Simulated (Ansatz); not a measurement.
## MgTe, response to strain

The parent structure is MgTe in the zinc blende structure (space group F-43m, No. 216).

```xyz
2
Lattice="0.0000 3.2196 3.2196 3.2196 0.0000 3.2196 3.2196 3.2196 0.0000" Properties=species:S:1:pos:R:3 pbc="T T T"
Mg     0.0000     0.0000     0.0000
Te     1.6098     1.6098     1.6098
```

Cartesian axes are those of the cell as printed.

Strains are applied to the cell and any free atomic positions relax; under biaxial strain the out-of-plane vector relaxes too.

Computed with PBEsol (Ansatz, a program for electronic structure, PAW, without spin-orbit coupling).

Notes on the quantities. in-plane stress: mean in-plane stress (compression positive); energy relative to the base: free energy F.

```csv
case,ratio −ε⊥/ε∥,in-plane stress,shortest interatomic distance,energy relative to the base
base,–,–,2.788 Å,0 meV/atom
"biaxial strain −3.00 %, plane normal [001], relaxed out of plane",1.32,+1.1 GPa,2.771 Å,+6.7 meV/atom
"biaxial strain −2.00 %, plane normal [001], relaxed out of plane",1.33,+0.7 GPa,2.777 Å,+2.9 meV/atom
"biaxial strain −1.50 %, plane normal [001], relaxed out of plane",1.34,+0.5 GPa,2.779 Å,+1.6 meV/atom
"biaxial strain −1.00 %, plane normal [001], relaxed out of plane",1.34,+0.3 GPa,2.782 Å,+0.7 meV/atom
"biaxial strain −0.50 %, plane normal [001], relaxed out of plane",–,+0.2 GPa,2.785 Å,+0.2 meV/atom
"biaxial strain +0.50 %, plane normal [001], relaxed out of plane",–,-0.2 GPa,2.791 Å,+0.2 meV/atom
"biaxial strain +1.00 %, plane normal [001], relaxed out of plane",1.44,-0.3 GPa,2.794 Å,+0.7 meV/atom
"biaxial strain +2.50 %, plane normal [001], relaxed out of plane",1.47,-0.7 GPa,2.802 Å,+4.0 meV/atom
"biaxial strain +3.00 %, plane normal [001], relaxed out of plane",1.48,-0.9 GPa,2.804 Å,+5.7 meV/atom
```

Whether these cells are dynamically stable was not tested.
